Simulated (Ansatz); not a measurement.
**Amorphous Si$_{24}$O$_{48}$Ru**

Preparation: random packing, a CHGNet melt and quench, and a DFT relaxation. O atoms were pushed apart under 1.9 Å during the dynamics, to hinder bonds among them. The hot cell started wider than the set density and was brought back towards it in steps. It is the lowest in DFT energy of 2 quenches. It is a model cell: composition and starting density were chosen by hand, and all elements were melted together. No dispersion term was used. Cycles of charging and discharging annealed it further.

Methods: PBE, scalar-relativistic without spin-orbit coupling (Ansatz, an electronic-structure program); r2SCAN, scalar-relativistic without spin-orbit coupling (Ansatz); HSE06, scalar-relativistic without spin-orbit coupling (Ansatz). Geometry, pressure, stress and energy are those of the PBE run. Its sampling: a 2×2×2 Γ-centred mesh; Fermi-Dirac width 0.01 eV; collinear spin, started from moments on atoms; no Hubbard U, moments started parallel, and no other order was tried (the moments died out). Other functionals are single points at the zone centre (r2SCAN at 500 eV; exact exchange cut at the cell's faces), free to take moments where seeds were set. At PBE the levels at both edges of the gap are localised (band-tail or defect states), and the nearest spread-out levels lie 5.2 eV apart at the zone centre.

- Number of atoms in the cell: 73
- Density (held, not predicted): 2.33 g/cm³
- Volume per atom: 15.06 Å³
- Pressure on a 2×2×2 Γ-centred mesh: 0.74 GPa
- Largest force and stress component on that mesh (the relaxation ran on the zone centre alone): 0.03 eV/Å and 1.8 GPa
- Energy relative to alpha cristobalite + hcp Ru (lowest mix at this level among the phases computed, not always the ambient ones): 0.166 eV/atom
- Gap between localised states on a 2×2×2 Γ-centred mesh (PBE): 1.35 eV
- Gap between localised states at the zone centre (PBE): 1.35 eV
- Gap between localised states at the zone centre (r2SCAN): 1.77 eV
- Gap between localised states at the zone centre (HSE06): 3.21 eV
- Net moment: 0.00 μB

Bonds are counted up to Si-Si 2.60 Å, Si-O 1.96 Å, Si-Ru 2.83 Å, O-O 1.58 Å, O-Ru 2.33 Å, Ru-Ru 3.21 Å. Two cations that share two anions don't count as bonded, nor two that share one unless they lie closer than Si-Si 2.38 Å, Si-Ru 2.75 Å, Ru-Ru 3.12 Å.

The mean coordination of Si by anions is 3.96 (1 with 3, 23 with 4); 2 close contacts or bonds to cations besides and the mean coordination of O comes out as 2.04 (46 with 2, 2 with 3). The mean coordination of Ru by anions is 3.00 (1 with 3); 2 close contacts or bonds to cations besides, the mean Si-O bond is 1.640 Å (spread 0.036 Å, 95 counted) and the mean O-Ru bond comes out as 2.058 Å (spread 0.103 Å, 3 counted).

Its density started from a set value of 2.33 g/cm³. The quench (nominally 320 K/ps over its main leg) was far faster than any real one, so the model tends to hold more defects than a real film. One small periodic cell is one sample of the glass; other quenches scatter about these values. The volume was held where the preparation left it, at a PBE pressure of 0.7 GPa. Stress components on the final sampling reach 1.8 GPa. Cycles of charging lowered its energy after that relaxation.
